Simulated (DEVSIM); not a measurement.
Device: illuminated Si n-on-p cell, one wavelength, at 300 K.

Layer 1 from the left is Si, thickness (μm) 0.490, Nd (cm⁻³) 1.8e18, τn (s) 2.7e-6, τp (s) 1e-5, absorption coefficient (cm⁻¹) 1100. Layer 2 from the left is Si, thickness (μm) 150, Na (cm⁻³) 3.9e16, τn (s) 1.7e-6, τp (s) 1.7e-5, absorption coefficient (cm⁻¹) 1100.

Left contact: ohmic, minority hole recombination velocity 60000 cm/s. Right contact: ohmic, minority electron recombination velocity 70 cm/s. Voltage is applied to the left contact. Recombination: SRH at mid-gap, radiative, Auger. Gap narrowing is on: ΔEg = 6.92 meV × (l + √(l² + 0.5)), l = ln(N/1.3e17 cm⁻³), shared equally by both band edges. Light enters at the left, 2.4e16 photons cm⁻² s⁻¹, one pass, no reflection. Mobility is μmin + (μ − μmin)/(1 + (N/Nref)^α).

This is a model device: material constants are rounded textbook-type values typed into the input, and sizes, dopings and lifetimes were drawn at random. Values at 300 K.

Si: gap (eV) 1.124, affinity (eV) 4.05, permittivity 11.7, Nc (cm⁻³) 2.86e19, Nv (cm⁻³) 3.1e19, μn (cm²/Vs) 1417, μp (cm²/Vs) 470, μn,min 52, μp,min 45, Nref,n 9.7e16, Nref,p 2.2e17, αn 0.68, αp 0.72, B (cm³/s) 4.7e-15, Cn (cm⁶/s) 2.8e-31, Cp (cm⁶/s) 9.9e-32.

DEVSIM, 1D drift-diffusion, Boltzmann statistics, complete ionisation; no tunnelling, impact ionisation, image-force lowering or self-heating.

What does the simulation give for the largest field in the device at zero bias, the dark forward voltage at 1 A/cm²?

largest field in the device at zero bias 110000 V/cm; dark forward voltage at 1 A/cm² 0.691 V.
